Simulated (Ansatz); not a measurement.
System: A15 Nb3Sn (cubic form, which distorts at low temperature). Method: r²SCAN-D4 (Ansatz, a first-principles code, plane waves, PAW).

Run with plane-wave cutoff 560 eV, 10×10×10 k mesh, Fermi–Dirac smearing 0.05 eV, no spin polarisation, scalar-relativistic PAW data made under PBE.

A third-order Birch–Murnaghan fit to the energies gives V0 = 18.547 Å³/atom, B0 = 172 GPa, B′ = 4.1.

| V (Å³/atom) | P (GPa) |
|---|---|
| 17.434 | ? |
| 17.805 | ? |
| 18.176 | 3.63 |
| 18.547 | 0.00 |
| 18.918 | ? |
| 19.289 | ? |
| 19.660 | -8.90 |

Task: Estimate the withheld pressures from this fit; the answers are the runs' own values.

Result: 
- 17.434, P (GPa): 12.10
- 17.805, P (GPa): 7.65
- 18.918, P (GPa): -3.27
- 19.289, P (GPa): -6.23

The formula P = (3/2) B0 (x^(7/3) − x^(5/3)) [1 + (3/4)(B′ − 4)(x^(2/3) − 1)] with x = V0/V meets the computed pressures within 0.02 GPa when these rounded values are put in.

Measured, for comparison: bulk modulus 165 GPa (4 K, zero-point motion not removed; as tabulated in Lu and Klein (1997), arXiv:cond-mat/9704251); equilibrium volume per atom 18.49 Å³/atom (temperature not stated, not corrected to a static lattice; as tabulated in Priinits et al. (2024), arXiv:2406.00817). Computed (rounded) less measured: bulk modulus +4 %, equilibrium volume per atom +0.3 %.

Note: symmetry holds this phase in the static calculation, where it need not be a minimum.

Spin–orbit coupling is not included.

Static lattice: no zero-point or thermal effects.
